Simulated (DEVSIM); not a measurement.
## abrupt GaAs p-n junction

System: abrupt GaAs p-n junction, at 300 K.

```csv
layer (left to right),material,thickness (μm),Nd (cm⁻³),Na (cm⁻³),τn (s),τp (s)
1,GaAs,0.290,-,9.4e17,4e-8,4e-8
2,GaAs,17.0,3.3e14,-,4e-8,4e-8
```

Left contact: ohmic. Right contact: ohmic. Voltage is applied to the left contact. Recombination: SRH at mid-gap. Mobility is constant in doping.

This is a model device: material constants are rounded textbook-type values typed into the input, and sizes, dopings and lifetimes were drawn at random. Values at 300 K.

```tsv
parameter	GaAs
gap (eV)	1.424
affinity (eV)	4.07
permittivity	12.9
Nc (cm⁻³)	4.7e17
Nv (cm⁻³)	9e18
μn (cm²/Vs)	8500
μp (cm²/Vs)	400
```

Simulated with DEVSIM: 1D drift-diffusion, Boltzmann statistics, complete ionisation; no tunnelling, impact ionisation, image-force lowering or self-heating.

* **Potential step across the device at zero bias**: 1.178 V
* **Largest field in the device at zero bias**: 51000 V/cm
* **Dark forward voltage at 1 A/cm²**: 0.987 V
* **Dark forward voltage at 100 A/cm²**: 1.183 V

Dark reverse current:

| V (V) | J (A/cm²) |
|---|---|
| -0.04 | -4.4e-11 |
| -0.10 | -8.8e-11 |
| -0.20 | -1.5e-10 |
| -0.30 | -2.0e-10 |
| -0.40 | -2.6e-10 |
| -0.60 | -3.5e-10 |
| -0.80 | -4.4e-10 |
| -1.00 | -5.2e-10 |
| -1.30 | -6.3e-10 |
| -1.60 | -7.3e-10 |
| -2.00 | -8.5e-10 |

Small-signal capacitance in reverse bias (quasi-static):

| V (V) | C (nF/cm²) |
|---|---|
| -0.04 | 5.32 |
| -0.1 | 5.18 |
| -0.2 | 4.96 |
| -0.3 | 4.76 |
| -0.4 | 4.59 |
| -0.6 | 4.29 |
| -0.8 | 4.05 |
| -1 | 3.84 |
| -1.3 | 3.59 |
| -1.6 | 3.38 |
| -2 | 3.14 |
